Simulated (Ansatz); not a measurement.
Take CeO$_{2}$ in the fluorite structure (space group Fm-3m, No. 225) as the base.

```
CELL_PARAMETERS angstrom
      0.00000     2.71868     2.71868
      2.71868     0.00000     2.71868
      2.71868     2.71868     0.00000
ATOMIC_POSITIONS crystal
  Ce 0.00000 0.00000 0.00000
  O  0.25000 0.25000 0.25000
  O  0.75000 0.75000 0.75000
```

Cartesian axes are those of the cell as printed.

All numbers come from DFT with r2SCAN, PAW potentials and a 500 eV plane-wave cutoff in Ansatz (an electronic-structure program), no spin-orbit coupling.

For the base:

```
Quantity   Result
--------  -------
Band gap  2.20 eV
```

Modification: a free-standing slab of 4 layers (12 atoms, 3 a layer) is cut normal to [111], with 15 Å of vacuum and the in-plane cell held at bulk.

### Question
How does this affect the gap character, change of the spacing d23 from its bulk value of 0.785 Å, excess energy per area of both faces and band gap?

### Answer
The gap character is indirect, k = (0, 0.300, 0) in the run's primitive reciprocal basis → Γ; the change of the spacing d23 from its bulk value of 0.785 Å is +0.7 %; the excess energy per area of both faces (slab less bulk energy over the cell's area: twice a surface energy) is 1.73 J/m²; the band gap drops by 0.05 eV (2.20 eV → 2.15 eV).

The excess energy carries the mismatch between the slab's and the bulk's meshes. No phonon test of stability was made. Seeded moments were not kept for the base. All final runs are without spin polarisation. k-point labels follow each cell's own Brillouin zone.
